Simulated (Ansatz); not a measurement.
**Al2O3: pressure series**

Base system: Al2O3 in the corundum structure (space group R-3c, No. 167; a = 4.808 Å, c = 13.122 Å (hexagonal axes)).

Cell and atoms are relaxed at each pressure.

Method: PBE/PAW in Ansatz (an electronic-structure program), no spin-orbit coupling, earlier PAW set.

```
P (GPa)  V (Å³/atom)
-------  -----------
-2.00          8.834
-1.00          8.795
0.90           8.723
2.10           8.679
4.50           8.593
9.00           8.444
15.00          8.263
22.50          8.060
30.00          7.879
```

A third-order Birch–Murnaghan fit to these points gives V₀ = 8.76 Å³/atom, B₀ = 230 GPa and B₀′ = 4.0. At pressure 30 GPa the volume is 90.0 % of V₀.

Between the base and pressure 22.5 GPa the gap moves from 5.86 eV to 6.88 eV, a mean slope of 45 meV/GPa.

Load acts through the strain it causes; cell and atoms are relaxed under it. Whether these cells are dynamically stable was not tested. Competing high-pressure phases were not computed.
